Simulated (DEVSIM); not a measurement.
Structure: Co/AlN/p-In0.53Ga0.47As capacitor, at 250 K.

Layer 1 from the left is AlN, thickness (nm) 8.80. Layer 2 from the left is In0.53Ga0.47As, thickness (nm) 7500, Na (cm⁻³) 5.7e15.

Metal gate on the left, work function 5 eV. Fixed charge at the semiconductor interface -1.2e11 cm⁻² (in units of +e); no interface traps.

This is a model device: material constants are rounded textbook-type values typed into the input, and sizes, dopings and lifetimes were drawn at random. Values at 300 K; Nc and Nv go as T^1.5, mobilities as T to minus their exponent, the gap by Varshni's rule with the affinity fixed.

AlN: gap (eV) 6.1, affinity (eV) 1.9, permittivity 8.5. In0.53Ga0.47As: gap (eV) 0.74, affinity (eV) 4.51, permittivity 13.9, Nc (cm⁻³) 2.1e17, Nv (cm⁻³) 7.7e18, Varshni α (eV/K) 0.00035, Varshni β (K) 190.

DEVSIM, 1D Poisson equation in equilibrium, Boltzmann statistics, complete ionisation; no quantum confinement or tunnelling. Metal contacts follow the ideal Schottky-Mott rule: no Fermi-level pinning, no interface dipoles.

Q: What does the simulation give for the minimum of the low-frequency capacitance?

A: minimum of the low-frequency capacitance 0.0354 μF/cm².
